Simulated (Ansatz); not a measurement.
Partial pair distribution functions of a relaxed model of amorphous Mo₁₆Si₃₂, broadened by 0.06 Å; density 5.70 g/cm³. These are PBE, scalar-relativistic without spin-orbit coupling (plane waves to 420 eV, PAW; Ansatz, a quantum-chemistry and plane-wave program) values and carry that method's errors.

The cell was made by melting and quenching with the CHGNet potential and then relaxed with DFT. The hot cell started wider than the set density and was brought back towards it in steps. It is the lowest in DFT energy of 2 quenches. It is a model cell: composition and starting density were chosen by hand, and all elements were melted together. No dispersion term was used. Its density started from a set value of 5.63 and ended at 5.70 g/cm³. Cooling (nominally 240 K/ps over its main leg) ran many orders faster than in experiment, which tends to leave more defects and strain. Values belong to this one cell and scatter from quench to quench. The volume was free in the relaxation, at fixed shape. Stress components on the final sampling reach 3.3 GPa. On a 2×2×2 Γ-centred mesh force components of up to 0.27 eV/Å stay, since the relaxation ran on one k-point at (1/4, 1/4, 1/4).

```json
[
 {"r (Å)": "2.20", "g Mo-Si": "0.00", "g Si-Si": "0.02", "g Mo-Mo": "0.00"},
 {"r (Å)": "2.30", "g Mo-Si": "0.12", "g Si-Si": "0.30", "g Mo-Mo": "0.00"},
 {"r (Å)": "2.40", "g Mo-Si": "1.81", "g Si-Si": "1.69", "g Mo-Mo": "0.00"},
 {"r (Å)": "2.50", "g Mo-Si": "6.33", "g Si-Si": "3.03", "g Mo-Mo": "0.00"},
 {"r (Å)": "2.60", "g Mo-Si": "6.74", "g Si-Si": "2.80", "g Mo-Mo": "0.00"},
 {"r (Å)": "2.70", "g Mo-Si": "2.90", "g Si-Si": "1.77", "g Mo-Mo": "0.03"},
 {"r (Å)": "2.80", "g Mo-Si": "1.73", "g Si-Si": "0.82", "g Mo-Mo": "0.64"},
 {"r (Å)": "2.90", "g Mo-Si": "0.88", "g Si-Si": "1.01", "g Mo-Mo": "1.29"},
 {"r (Å)": "3.00", "g Mo-Si": "0.63", "g Si-Si": "1.42", "g Mo-Mo": "0.96"},
 {"r (Å)": "3.10", "g Mo-Si": "0.37", "g Si-Si": "0.91", "g Mo-Mo": "2.84"},
 {"r (Å)": "3.20", "g Mo-Si": "0.13", "g Si-Si": "0.89", "g Mo-Mo": "4.78"},
 {"r (Å)": "3.30", "g Mo-Si": "0.09", "g Si-Si": "0.79", "g Mo-Mo": "2.57"},
 {"r (Å)": "3.40", "g Mo-Si": "0.16", "g Si-Si": "0.58", "g Mo-Mo": "0.96"},
 {"r (Å)": "3.50", "g Mo-Si": "0.20", "g Si-Si": "0.64", "g Mo-Mo": "0.63"},
 {"r (Å)": "3.60", "g Mo-Si": "0.41", "g Si-Si": "0.92", "g Mo-Mo": "0.64"},
 {"r (Å)": "3.70", "g Mo-Si": "0.47", "g Si-Si": "1.10", "g Mo-Mo": "0.20"},
 {"r (Å)": "3.80", "g Mo-Si": "0.63", "g Si-Si": "0.84", "g Mo-Mo": "0.01"},
 {"r (Å)": "3.90", "g Mo-Si": "0.75", "g Si-Si": "0.66", "g Mo-Mo": "0.00"},
 {"r (Å)": "4.00", "g Mo-Si": "0.70", "g Si-Si": "0.77", "g Mo-Mo": "0.02"},
 {"r (Å)": "4.10", "g Mo-Si": "0.89", "g Si-Si": "0.92", "g Mo-Mo": "0.16"},
 {"r (Å)": "4.20", "g Mo-Si": "0.94", "g Si-Si": "1.08", "g Mo-Mo": "0.10"},
 {"r (Å)": "4.30", "g Mo-Si": "0.97", "g Si-Si": "0.95", "g Mo-Mo": "0.45"},
 {"r (Å)": "4.40", "g Mo-Si": "1.26", "g Si-Si": "0.82", "g Mo-Mo": "1.28"}
]
```

Within 3.22 Å each Mo has 8.44 Si neighbours on average.
